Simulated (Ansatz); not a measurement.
**Point defect Ti vacancy + Cu on the Ti site (V_Ti+Cu_Ti) in rock-salt TiC**

The numbers are results of PBE, PAW (plane waves to 420 eV; Ansatz, a quantum-chemistry and plane-wave program), not measurements. Details: 64-site cell; 4×4×4 shifted k-points; start: the Ti site; Ti 3.06 Å away; no Hubbard U; energies good to tenths of an eV; the relaxation kept the symmetry of the starting site; relaxed from one start, so a lower configuration may exist.

Neighbours after relaxation, in Å: of the emptied site: C 2.21, C 2.21, C 2.21, C 2.21, C 2.23, C 2.23; of the Cu atom: C 2.13, C 2.13, C 2.18, C 2.18, C 2.26, C 2.26.

The name describes the start; the neighbours show where the atoms ended.

| charge | moment (μB) | point group | largest move off a lattice site (Å) |
|---|---|---|---|
| 0 | not spin-polarised | C2v | 0.10 |

Point groups are those of the whole cell at tolerances of 0.03 and 0.1 Å ("near" where only the looser one holds); none is given for unsettled states.

All states together cost very roughly 40 core-minutes.
